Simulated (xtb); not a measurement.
xtb 6.7.1, GFN2-xTB: Ti(NH2)(NMe2)(OSiH3)2 (C[N](C)[Ti]([NH2])([O][SiH3])[O][SiH3]), 23 atoms. The geometry is a generated start, not checked to be a minimum at this level.

run flags: --grad
method: GFN2-xTB
--acc: 1 (default)
--etemp (K): 300 (default)
basis functions: 68
valence electrons: 56

```xyz
23

Ti     0.1117     0.7453    -0.5623
N     -0.1823     2.3434    -1.4646
H      0.2373     2.5531    -2.3714
H     -0.2654     3.2204    -0.9489
N     -0.6417     0.9488     1.1281
C     -0.2290    -0.0747     2.0722
C     -2.0889     1.0685     1.0954
H     -0.6225     0.1477     3.0764
H     -0.6007    -1.0779     1.7775
H      0.8662    -0.0960     2.1251
H     -2.5721     0.1167     0.7980
H     -2.4738     1.3451     2.0897
H     -2.3706     1.8512     0.3817
O      1.8191     0.4516    -0.2737
Si     3.0861    -0.5093    -0.4178
H      4.0154    -0.1715     0.6766
H      3.7307    -0.2739    -1.7264
H      2.6850    -1.9297    -0.3009
O     -0.7168    -0.5727    -1.3918
Si    -0.8950    -2.1591    -1.4338
H      0.0571    -2.8272    -0.5087
H     -0.6753    -2.6194    -2.8168
H     -2.2744    -2.4803    -1.0036
```

Charge 0 and multiplicity 1 are set for this test and not shown to be the ground state.

One run each on 1 thread. Values of broydamp tried: 0.02, 0.05, 0.1, 0.2, 0.4 (default), 0.6, 0.8, 1.

Question: Which value of broydamp needs the fewest SCC iterations, and what happens away from it?

Answer: Fewest SCC iterations, within one of each other: 0.4 (default) with 13, 0.6 with 14. The count rises to 24 at 0.02. All converge to one solution.

```csv
broydamp,SCC iterations,end
0.02,24,same solution
0.05,20,same solution
0.1,17,same solution
0.2,15,same solution
0.4 (default),13,same solution
0.6,14,same solution
0.8,15,same solution
1,16,same solution
```
